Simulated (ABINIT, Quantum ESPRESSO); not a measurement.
An ABINIT input for a self-consistent single point of Nb6SnGe (Pm-3, 8 atoms in the cell) (DFT, PBEsol, plane waves, norm-conserving pseudopotentials (PseudoDojo nc-sr-04 PBEsol standard)):

```
# Nb6SnGe, PseudoDojo nc-sr-04 PBEsol standard
pp_dirpath "./"
pseudos "Nb.upf, Sn.upf, Ge.upf"
acell 5.2576800000 5.2576800000 5.2576800000 Angstrom
rprim
         1.0000000000    0.0000000000    0.0000000000
         0.0000000000    1.0000000000    0.0000000000
         0.0000000000    0.0000000000    1.0000000000
natom 8
ntypat 3
znucl 41 50 32
typat 1 1 1 1 1 1 2 3
xcart
         0.0000000000    4.9677876255    7.3740845955
         0.0000000000    4.9677876255    2.5614906554
         7.3740845955    0.0000000000    4.9677876255
         2.5614906554    0.0000000000    4.9677876255
         4.9677876255    7.3740845955    0.0000000000
         4.9677876255    2.5614906554    0.0000000000
         0.0000000000    0.0000000000    0.0000000000
         4.9677876255    4.9677876255    4.9677876255
ecut 41
ixc -116133
occopt 7
tsmear 0.00367493
nband 66
kptopt 1
ngkpt 4 4 4
nshiftk 1
shiftk 0 0 0
nstep 80
tolvrs 1.0e-10
prtwf 0
prtden 0
```

Problem. Give the Quantum ESPRESSO input for the same structure, mesh, smearing and functional.

Solution. One input that does it (others would too):

```fortran
&CONTROL
    calculation = 'scf'
    prefix = 'run'
    outdir = './work'
    pseudo_dir = './'
    tprnfor = .true.
    tstress = .true.
/
&SYSTEM
    ibrav = 0
    nat = 8
    ntyp = 3
    ecutwfc = 50
    ecutrho = 400
    occupations = 'smearing'
    smearing = 'gauss'
    degauss = 0.0073499
/
&ELECTRONS
    conv_thr = 1.0e-11
    mixing_beta = 0.7
/
ATOMIC_SPECIES
Nb    92.9064  nb_pbesol_v1.uspp.F.UPF
Sn   118.7100  sn_pbesol_v1.4.uspp.F.UPF
Ge    72.6300  ge_pbesol_v1.4.uspp.F.UPF
CELL_PARAMETERS {angstrom}
   5.257680000     0.000000000     0.000000000
   0.000000000     5.257680000     0.000000000
   0.000000000     0.000000000     5.257680000
ATOMIC_POSITIONS {angstrom}
Nb    0.000000000    2.628840000    3.902197519
Nb    0.000000000    2.628840000    1.355482481
Nb    3.902197519    0.000000000    2.628840000
Nb    1.355482481    0.000000000    2.628840000
Nb    2.628840000    3.902197519    0.000000000
Nb    2.628840000    1.355482481    0.000000000
Sn    0.000000000    0.000000000    0.000000000
Ge    2.628840000    2.628840000    2.628840000
K_POINTS {automatic}
4 4 4  0 0 0
```

Basis settings and potentials, where a program has them, do not carry over. This input uses DFT, PBEsol, plane waves, GBRV 1.5 ultrasoft (PBESOL) pseudopotentials.

The starting cell comes from a database of computed structures (which also holds hypothetical and non-ambient phases and stackings), without a prior relaxation at this level.
